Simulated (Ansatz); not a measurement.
The starting structures come from a database of crystals and need not be the phases stable at ambient conditions.

Inside the gap of an insulator the Bloch states are evanescent, with a wavenumber k + iκ along the transport direction.

Here is the system:

```
CELL_PARAMETERS angstrom
      8.06669     0.00000     0.00000
      2.56924     7.64660     0.00000
      2.56924     1.84713     3.27298
ATOMIC_POSITIONS crystal
  Li 0.25000 0.75000 0.50000
  Li 0.75000 0.75000 0.00000
  Li 0.75000 0.25000 0.50000
  Li 0.25000 0.25000 0.00000
  Ti 0.00000 0.50000 0.60436
  Ti 0.50000 0.00000 0.39564
  Ge 0.50000 0.50000 0.00000
  Ge 0.00000 0.00000 0.00000
  O  0.50000 0.28643 0.98207
  O  0.21357 0.00000 0.55493
  O  0.50000 0.71357 0.55493
  O  0.78643 0.00000 0.98207
  O  0.00000 0.21357 0.01793
  O  0.71357 0.50000 0.01793
  O  0.00000 0.78643 0.44507
  O  0.28643 0.50000 0.44507
  O  0.50000 0.00000 0.77261
  O  0.00000 0.50000 0.22739
```

Space group of this cell: P4/nmm. The cell is taken as given; by r2SCAN its mean pressure is -5.6 GPa.

Transport runs along the normal of the first two printed cell vectors, the (111) plane of the conventional cell.

The gap is the functional's own. No spin-orbit coupling. Mid-gap values are interpolated on the energy grid.

Problem. Predict the band gap and the smallest decay constant κ at mid-gap from r2SCAN in Ansatz (an electronic-structure program).

Solution. Gap 3.97 eV on a 10×10×10 mesh; κ = 0.521 1/Å, at (0.500, 0.500) of the in-plane reciprocal vectors. At the zone centre, at the nearest computed energy, the slowest state has κ = 0.53 1/Å.
